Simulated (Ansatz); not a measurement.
Results of r²SCAN+SOC (Ansatz, a first-principles code, plane waves, PAW) for double-hcp La.

Settings: plane-wave cutoff 560 eV, 18×18×6 k mesh (along the axes of the cell as run), Fermi–Dirac smearing 0.05 eV, PAW data made under PBE.

Computed at the level's own relaxed cell.

Q: Predict the volume per atom, pressure derivative B′ of the bulk modulus and c axis length.

A: 
- volume per atom: 37.32 Å³/atom
- pressure derivative B′ of the bulk modulus: 2.0
- c axis length: 12.047 Å

The run finds no gap.

Measured, for comparison: lattice parameter c 12.171 Å (293 K, not corrected to a static lattice; as tabulated in Wikipedia's data pages). Computed (rounded) less measured: lattice parameter c -1.0 %. A static lattice is as a rule a little smaller and stiffer than an uncorrected measurement, which narrows the difference in the lattice parameter c and would widen misses of the other sign.

Note: the bulk modulus comes from volumes at which shape and atoms were relaxed.

Static lattice: no zero-point or thermal effects.
